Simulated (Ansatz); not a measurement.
MoRu (model structure, Fm-3m, No. 225, 2 atoms in the cell), treated with r²SCAN in Ansatz (plane waves, PAW).

Settings: plane-wave cutoff 560 eV, 20×20×20 k mesh, Fermi–Dirac smearing 0.05 eV, no spin polarisation, scalar-relativistic PAW data made under PBE.

Cell (relaxed at this level):

MoRu is taken in the cubic space group Fm-3m (No. 225), the rock salt structure, Pearson symbol cF8. Conventional cell: a = 5.0704 Å, b = 5.0704 Å, c = 5.0704 Å, α = 90.00°, β = 90.00°, γ = 90.00°. Ru on 4a is surrounded by 6 Mo at 2.535 Å (octahedral). Mo on 4b is coordinated by 6 Ru at 2.535 Å (octahedral). (Neighbours: up to the widest gap in distance over summed covalent radii, below 1.35, at either atom.)
(The calculation used a cell of 2 atoms; values per cell refer to that cell.)

Estimate the bulk modulus B0 that the calculation returns.


- bulk modulus B0 = 229 GPa

Note: the run has no spin polarisation, so it can have missed a magnetic state; the bulk modulus is −V dP/dV from two relaxed cells at ±2 % in volume; the relaxation could raise the start's symmetry but not lower it, so the cell can be a saddle point.

The computed numbers hold no vibrational or temperature effects.

Cost on a shared machine: roughly 2.5 core-minutes.

A model structure was made by putting elements into a prototype or built by hand; it is no filed structure, need not be a known phase, and can be a saddle point held by its symmetry.

Ansatz is an electronic-structure program.
